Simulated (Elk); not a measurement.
Band structure of Sn (I4_1/amd, 2 atoms in the cell).

```yaml
crystal:
  lattice:
    - [-2.94984, 2.94984, 1.60458]
    - [2.94984, -2.94984, 1.60458]
    - [2.94984, 2.94984, -1.60458]
  atoms:
    - { symbol: Sn, position: [0.75000, 0.25000, 0.50000] }
    - { symbol: Sn, position: [0.00000, 0.00000, 0.00000] }
```

Level of theory: PBE, all-electron FP-LAPW, Elk's shipped species files, APW+lo basis with extra local orbitals (Elk).

Settings: xctype = 20; rgkmax = 7.5; swidth = 0.00499791 Ha; ngridk = 9 9 9; gmaxvr = 18 1/bohr; lmaxapw = 10; lmaxo = 8; nxlo = 2; lorbcnd = true; lradstp = 2; nrmtscf = 2; lmaxi = 4; maxscl = 100.

The starting cell comes from a database of computed structures (which also holds hypothetical and non-ambient phases and stackings), without a prior relaxation at this level. Its lattice was rescaled by a random factor within 2.5 % of one. Values depend on the basis (sphere radii, cutoffs, local orbitals), which need not be converged.

Levels in eV from the Fermi level, bands 17 to 24:
```csv
point,17,18,19,20,21,22,23,24
Γ,-10.92,-3.72,-1.90,-1.90,3.02,6.08,6.08,6.69
X,-8.74,-8.74,0.60,0.60,1.53,1.53,5.93,5.93
M,-7.47,-7.47,-4.64,-4.64,4.98,4.98,9.11,9.11
Z,-6.45,-5.53,-2.93,-2.80,-2.80,2.94,5.48,5.48
P,-5.92,-5.92,-3.40,-3.40,3.50,3.50,3.84,3.84
N,-6.84,-5.30,-2.32,-1.64,-1.08,2.28,2.79,4.56
Z1,-6.45,-5.53,-2.93,-2.80,-2.80,2.94,5.48,5.48
```

Bands cross the Fermi level along this path, so the cell is metallic at this level.
